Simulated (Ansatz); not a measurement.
Level of theory: PBE (plane waves to 420 eV, PAW; Ansatz, a program for electronic structure).

Plane-averaged electrostatic potential energy along the normal, in eV from the Fermi level, for Ag on the 1x1 (111) surface of fcc Au (the real clean face reconstructs), one in a 2x2 cell, started at the site 'hollow Au-Au-Au over Au at depth 2.4 Å':

| z (Å) | V (eV) |
|---|---|
| 5.30 | 5.13 |
| 5.59 | 5.13 |
| 5.89 | 5.13 |
| 6.18 | 5.12 |
| 6.48 | 5.12 |
| 6.77 | 5.11 |
| 7.07 | 5.08 |
| 7.36 | 5.02 |
| 7.66 | 4.89 |
| 7.95 | 4.59 |
| 8.24 | 3.90 |
| 8.54 | 2.25 |
| 8.83 | -2.25 |
| 9.13 | -9.76 |
| 9.42 | -14.89 |
| 9.72 | -15.98 |
| 10.01 | -13.14 |
| 10.31 | -6.60 |
| 10.60 | -0.38 |
| 10.89 | 0.99 |
| 11.19 | -1.73 |
| 11.48 | -8.73 |
| 11.78 | -14.46 |
| 12.07 | -16.28 |
| 12.37 | -14.25 |
| 12.66 | -8.36 |
| 12.96 | -1.51 |
| 13.25 | 0.75 |
| 13.54 | -1.40 |
| 13.84 | -8.17 |
| 14.13 | -14.13 |
| 14.43 | -16.25 |
| 14.72 | -14.52 |
| 15.02 | -8.87 |
| 15.31 | -1.82 |
| 15.61 | 1.02 |
| 15.90 | -0.19 |
| 16.19 | -6.18 |
| 16.49 | -12.88 |
| 16.78 | -15.99 |
| 17.08 | -15.17 |
| 17.37 | -10.35 |
| 17.67 | -2.99 |
| 17.96 | 1.40 |
| 18.26 | 2.02 |
| 18.55 | 1.29 |
| 18.84 | 0.54 |
| 19.14 | 0.39 |
| 19.43 | 1.00 |
| 19.73 | 2.11 |
| 20.02 | 3.09 |
| 20.32 | 3.48 |
| 20.61 | 3.64 |
| 20.91 | 3.71 |
| 21.20 | 3.74 |
| 21.49 | 3.76 |
| 21.79 | 3.77 |
| 22.08 | 3.77 |
| 22.38 | 3.77 |
| 22.67 | 3.78 |
| 22.97 | 3.78 |
| 23.26 | 3.78 |

Slab: 17 atoms, 7.2 Å thick at the start under the adsorbate (thin: gaps and levels are the slab's own); k 6x6x1, smearing 0.1 eV, dipole-corrected; 8 atoms held, the rest relaxed; held to the start's symmetry, so lower structures may exist; no spin, no spin-orbit, no U, no dispersion correction. At the end it is bonded to 3 Au. In PBE it is, or lies within 0.03 eV of, the lowest of the starts that converged.

The surface cell has an area of 29.93 Å². What dipole along the normal does the step between the two vacuum levels imply?

the top vacuum level lies 1.35 eV below the bottom one; p = −ε₀ A ΔV (ε₀ = 0.005526 e/(V·Å)) gives 0.22 e·Å a cell.
